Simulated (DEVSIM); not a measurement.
Device: illuminated Si n-on-p cell, one wavelength, at 250 K.

Layer 1 from the left is Si, thickness (μm) 0.320, Nd (cm⁻³) 5.4e17, τn (s) 5.6e-6, τp (s) 5.6e-6, absorption coefficient (cm⁻¹) 270. Layer 2 from the left is Si, thickness (μm) 120, Na (cm⁻³) 2.6e15, τn (s) 5.1e-5, τp (s) 5.1e-5, absorption coefficient (cm⁻¹) 270.

Left contact: ohmic, minority hole recombination velocity 90000 cm/s. Right contact: ohmic, minority electron recombination velocity 2e5 cm/s. Voltage is applied to the left contact. Recombination: SRH at mid-gap, radiative, Auger. Gap narrowing is on: ΔEg = 6.92 meV × (l + √(l² + 0.5)), l = ln(N/1.3e17 cm⁻³), shared equally by both band edges. Light enters at the left, 6.2e16 photons cm⁻² s⁻¹, one pass, no reflection. Mobility is μmin + (μ − μmin)/(1 + (N/Nref)^α).

The device is made up for the run: typed textbook-type constants, with dimensions and the other settings drawn at random. Values at 300 K; Nc and Nv go as T^1.5, mobilities as T to minus their exponent, the gap by Varshni's rule with the affinity fixed.

Si: gap (eV) 1.124, affinity (eV) 4.05, permittivity 11.7, Nc (cm⁻³) 2.86e19, Nv (cm⁻³) 3.1e19, μn (cm²/Vs) 1417, μp (cm²/Vs) 470, μn,min 52, μp,min 45, Nref,n 9.7e16, Nref,p 2.2e17, αn 0.68, αp 0.72, T exponent of μn 2.3, T exponent of μp 2.2, B (cm³/s) 4.7e-15, Cn (cm⁶/s) 2.8e-31, Cp (cm⁶/s) 9.9e-32, Varshni α (eV/K) 0.000473, Varshni β (K) 636.

DEVSIM, 1D drift-diffusion, Boltzmann statistics, complete ionisation; no tunnelling, impact ionisation, image-force lowering or self-heating.

Dark forward current:

```
|V| (V)  |J| (A/cm²)
-------  -----------
0.05       1.306e-12
0.10       5.462e-12
0.15       2.036e-11
0.20       8.180e-11
0.25       4.054e-10
0.30        2.684e-9
0.35        2.244e-8
0.40        2.119e-7
0.45        2.100e-6
0.50        2.118e-5
0.55       0.0002150
0.60        0.002184
0.65         0.02202
0.70          0.2068
0.75           1.398
0.80           5.509
0.85           14.32
0.90           28.93
0.95           50.01
1.00           77.99
1.05           113.2
1.10           155.8
1.15           205.9
1.20           263.8
1.25           329.3
1.30           402.7
```

Problem. Work out the local ideality factor n = ΔV / (kT/q · ln(J2/J1)) between the rows 0.10 and 0.15 V, 0.55 and 0.60 V, 1.25 and 1.30 V.

Solution. kT/q = 21.54 mV. From 0.10 to 0.15 V: ln(2.036e-11/5.462e-12) = 1.316, n = 1.76. From 0.55 to 0.60 V: ln(0.002184/0.0002150) = 2.318, n = 1.00, near the 1 of diffusion or emission over a barrier. From 1.25 to 1.30 V: ln(402.7/329.3) = 0.201, n = 11.54.

Problem. What current could the absorbed light give at most, and what share is collected?

Solution. Σ αd = 3.25, so qΦ(1 − exp(−Σ αd)) = 9.55 mA/cm². The simulated short-circuit current is 7.065 mA/cm², a share of 0.74.

Problem. Estimate the open-circuit voltage by superposition: the voltage at which the dark current equals that short-circuit current.

Solution. Interpolating ln J in the table gives 0.625 V. The simulation gives 0.625 V, the same within the digits that matter. Superposition holds where collection doesn't change with voltage.

Problem. Estimate the fill factor from FF0 = (v − ln(v + 0.72))/(v + 1), v = qVoc/(nkT), with n from the dark curve.

Solution. The rows about Voc, 0.60 and 0.65 V, give n = 1.00, so v = 28.9 and FF0 = 0.853. The simulation gives 0.853, the same within the digits that matter.
